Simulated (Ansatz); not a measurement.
The reference is Sr in the fcc (Cu type) structure (space group Fm-3m, No. 225; a = 5.9225 Å). Axes: x, y, z lie along the cube axes.

The values are results of DFT with PBEsol, PAW potentials and a 420 eV plane-wave cutoff in Ansatz (a program for electronic structure), no spin-orbit coupling, not measurements.

Base values:

| Quantity | Result |
|---|---|
| Pressure | 0.0 GPa |
| Shortest interatomic distance | 4.188 Å |

Modification: tensile biaxial strain of 2.50 % in the plane normal to [111], as in epitaxy on a mismatched substrate; the out-of-plane cell vector and the atoms relax.

Estimate the effect on the pressure, energy relative to the base and shortest interatomic distance.

The pressure (mean of the normal stresses, compression positive) goes from zero to -0.5 GPa; the energy increases by 6.0 meV/atom; the shortest interatomic distance rises by 0.0165 Å (4.188 Å → 4.204 Å).

Whether these cells are dynamically stable was not tested.
